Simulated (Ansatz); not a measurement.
The reference is GaN in the zinc blende structure (space group F-43m, No. 216; a = 4.5485 Å).

(Cell as relaxed with PBE.)

Levels (all Ansatz, a program for electronic structure, PAW): PBE (420 eV, no SOC); PBEsol (420 eV, scalar-relativistic without spin-orbit coupling).

Each level relaxes its own structure.

```tsv
base	PBE	PBEsol
volume per atom	11.76 Å³	11.38 Å³
lattice parameter a	454.9 pm	449.8 pm
band gap	1.54 eV	1.70 eV
```

Modification: every Ga is replaced by Al; the structure is relaxed again.

| quantity | PBE | PBEsol |
|---|---|---|
| volume per atom | 10.67 Å³ | (withheld) |
| smallest direct gap | 3.98 eV | (withheld) |
| shift of the gap caused by the change | +1.77 eV | (withheld) |
| electron mass | 0.53 mₑ along k, 0.33 mₑ across (at X) | (withheld) |

### Question
Predict the PBEsol column.

### Answer

- volume per atom, PBEsol: 10.49 Å³
- smallest direct gap, PBEsol: 4.06 eV
- shift of the gap caused by the change, PBEsol: +1.49 eV
- electron mass, PBEsol: 0.52 mₑ along k, 0.32 mₑ across (at X)

PBE's volume per atom lies 0.18 Å³ above PBEsol's (1.8 %); PBE's smallest direct gap lies 0.08 eV below PBEsol's; PBE's shift of the gap caused by the change lies 0.28 eV above PBEsol's. Neither level is exact; PBEsol is the comparison here, not a measurement.

Masses are band curvatures over ±0.01 Å⁻¹ around the edge. Along k means along the line from Γ to the band edge. Whether these cells are dynamically stable was not tested. This is not the structure that AlN has at room temperature and ambient pressure. This is not the structure that GaN has at room temperature and ambient pressure.
